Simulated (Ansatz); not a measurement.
ZnSe under load (space group I-4m2), r2SCAN with spin-orbit coupling, rigid bands (Ansatz, an electronic-structure program). Condition of this run: uniaxial stress zz = -1 GPa (compression positive) (the target of the relaxation). Band gap 1.69 eV, N_c = 1.20e18 cm⁻³ and N_v = 1.18e19 cm⁻³ at 300 K, conductivity masses along x (a = (0.00, 2.81, 2.89) Å; b = (2.81, 0.00, 2.89) Å; c = (2.81, 2.81, 0.00) Å) of 0.132 mₑ (electrons) and 0.612 mₑ (holes). Take k_BT = 0.02585 eV.

**Question.** Find the intrinsic carrier density and the intrinsic Fermi level.

**Answer.** n_i = √(N_c N_v) exp(−E_g/2k_BT) = 3.76e18 × exp(−32.69) = 2.4e4 cm⁻³. The level lies (k_BT/2) ln(N_v/N_c) = 30 meV from mid-gap (positive towards the conduction band). Each 0.1 eV added to the gap lowers n_i by a factor of 6.9.

**Question.** A film of it is 8 nm thick, with its normal along the direction named. Estimate the confinement energies in an infinite well.

**Answer.** ħ²π²/(2m t²) = 0.376 eV·nm²/(m/mₑ × t²) gives 44.5 meV for electrons and 9.60 meV for holes, so the gap would widen to about 1.74 eV. Finite barriers and nonparabolic bands lower this, and with several valleys or bands the heaviest mass along the normal sets the lowest level, not this average.

**Question.** What thermal injection velocity √(2k_BT/πm) limits a ballistic channel along the direction named?

**Answer.** 1.48e7 cm/s for electrons and 6.88e6 cm/s for holes, a ratio of √(m_h/m_e) = 2.15, for dilute carriers.

Rigid bands with the computed gap; masses take one relaxation time for all states.
